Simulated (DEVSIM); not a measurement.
System: abrupt Si p-n junction, at 250 K.

Layer 1 from the left is Si, thickness (μm) 10.0, Na (cm⁻³) 1.8e18, τn (s) 1.1e-7, τp (s) 1.1e-7. Layer 2 from the left is Si, thickness (μm) 4.70, Nd (cm⁻³) 2.3e17, τn (s) 1.1e-7, τp (s) 1.1e-7.

Left contact: ohmic. Right contact: ohmic. Voltage is applied to the left contact. Recombination: SRH at mid-gap, radiative. Mobility is constant in doping.

This is a model device: material constants are rounded textbook-type values typed into the input, and sizes, dopings and lifetimes were drawn at random. Values at 300 K; Nc and Nv go as T^1.5, mobilities as T to minus their exponent, the gap by Varshni's rule with the affinity fixed.

Si: gap (eV) 1.124, affinity (eV) 4.05, permittivity 11.7, Nc (cm⁻³) 2.86e19, Nv (cm⁻³) 3.1e19, μn (cm²/Vs) 1417, μp (cm²/Vs) 470, T exponent of μn 2.3, T exponent of μp 2.2, B (cm³/s) 4.7e-15, Varshni α (eV/K) 0.000473, Varshni β (K) 636.

DEVSIM, 1D drift-diffusion, Boltzmann statistics, complete ionisation; no tunnelling, impact ionisation, image-force lowering or self-heating.

Dark forward current:

```
|V| (V)  |J| (A/cm²)
-------  -----------
0.05       5.510e-11
0.10       2.236e-10
0.15       7.759e-10
0.20        2.599e-9
0.25        8.660e-9
0.30        2.900e-8
0.35        9.819e-8
0.40        3.432e-7
0.45        1.299e-6
0.50        5.852e-6
0.55        3.464e-5
0.60       0.0002677
0.65        0.002433
0.70         0.02374
0.75          0.2380
0.80           2.406
0.85           24.15
0.90           222.8
0.95            1440
1.00            5536
```

Work out the local ideality factor n = ΔV / (kT/q · ln(J2/J1)) between the rows 0.10 and 0.15 V, 0.75 and 0.80 V, 0.95 and 1.00 V.

kT/q = 21.54 mV. From 0.10 to 0.15 V: ln(7.759e-10/2.236e-10) = 1.244, n = 1.87, near the 2 of recombination in the depletion region. From 0.75 to 0.80 V: ln(2.406/0.2380) = 2.313, n = 1.00, near the 1 of diffusion or emission over a barrier. From 0.95 to 1.00 V: ln(5536/1440) = 1.347, n = 1.72; the layers' resistance at their doping, Σ W/(qμN) = 1.1e-5 Ω cm², would take 44 mV of this step of 50 mV.

Estimate the current at 0.75 V from the Shockley equation with J0 = Σ q ni² D/(N L) coth(W/L), τ joining the SRH, radiative and Auger lifetimes that are on, and W taken as the whole layer.

ni² = 6.36e15 cm⁻⁶; electrons in the p layer: μ = 2160 cm²/Vs, D = 46.4 cm²/s, τ = 1.10e-7 s, L = 22.6 μm, W/L = 0.44, term 2.80e-17 A/cm²; holes in the n layer: μ = 702 cm²/Vs, D = 15.1 cm²/s, τ = 1.10e-7 s, L = 12.9 μm, W/L = 0.36, term 1.49e-16 A/cm². J0 = 1.77e-16 A/cm², and J = J0 exp(qV/kT) = 0.234 A/cm². The simulation gives 0.238 A/cm²; the estimate lies 1.7 % below. The estimate leaves out recombination in the depletion region and that region's share of W.
